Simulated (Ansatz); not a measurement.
The parent structure is Bi$_{2}$Se$_{3}$ in the Bi2Te3 type structure (space group R-3m, No. 166; a = 4.144 Å, c = 28.448 Å (hexagonal axes)).

Computed with PBE-D3(BJ) (Ansatz, a program for electronic structure; PAW; 420 eV plane waves; scalar-relativistic without spin-orbit coupling).

One change was made to it. Results:

The density increases by 1.02 g/cm³, from 7.71 g/cm³ to 8.73 g/cm³; the band gap changes from 0.16 eV to zero; the c/a ratio drops by 0.117, from 6.864 to 6.747.

Q: Name the change that was made.
(A) pressure 1.5 GPa
(B) pressure 7.5 GPa
(C) pressure 0.7 GPa
(D) pressure 3 GPa

A: B, pressure 7.5 GPa. For comparison, the density in the other runs: pressure 1.5 GPa gives 7.98 g/cm³; pressure 3 GPa gives 8.20 g/cm³; pressure 0.7 GPa gives 7.84 g/cm³.

With Bi present, leaving out spin-orbit coupling can change the band edges. Load acts through the strain it causes; cell and atoms are relaxed under it. Whether these cells are dynamically stable was not tested. Competing high-pressure phases were not computed. The final runs are not spin-polarised. Gaps under 0.05 eV, about the width of the smearing, are given as zero. A zero or small gap of Bi2Se3 can be the functional's error rather than a property of the material.
